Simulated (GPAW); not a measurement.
Band structure of W (Im-3m, 1 atom in the cell).

```
W
1.0
   -1.58516     1.58516     1.58516
    1.58516    -1.58516     1.58516
    1.58516     1.58516    -1.58516
W
1
Direct
  0.00000   0.00000   0.00000
```

Method: PBE, GPAW PAW datasets PBE (gpaw-data 1.0.1) (plane waves; GPAW 25.7.0).

Settings: mode = pw; ecut = 550 eV; xc = PBE; kpts = 19 19 19; mesh shift (steps) = 0 0 0; occupations.name = fermi-dirac; occupations.width = 0.136 eV; nbands = -7; convergence.density = 1e-05 e/electron; symmetry.symmorphic = false; symmetry.tolerance = 0.0005; maxiter = 100; bandpath_npoints = 40.

The starting cell comes from a database of computed structures (which also holds hypothetical and non-ambient phases and stackings), without a prior relaxation at this level. Spin-orbit coupling is off. Spin polarisation is off.

Levels in eV from the Fermi level, bands 4 to 11:
| point | 4 | 5 | 6 | 7 | 8 | 9 | 10 | 11 |
|---|---|---|---|---|---|---|---|---|
| Γ | -37.79 | -9.53 | -1.19 | -1.19 | -1.19 | 2.26 | 2.26 | 14.80 |
| H | -38.66 | -5.76 | -5.76 | 5.15 | 5.15 | 5.15 | 8.25 | 8.25 |
| N | -37.79 | -6.18 | -3.50 | 0.68 | 2.16 | 3.12 | 6.13 | 11.05 |
| P | -38.42 | -2.92 | -2.92 | -2.92 | 3.29 | 3.29 | 6.68 | 12.23 |

Bands cross the Fermi level along this path, so the cell is metallic at this level.
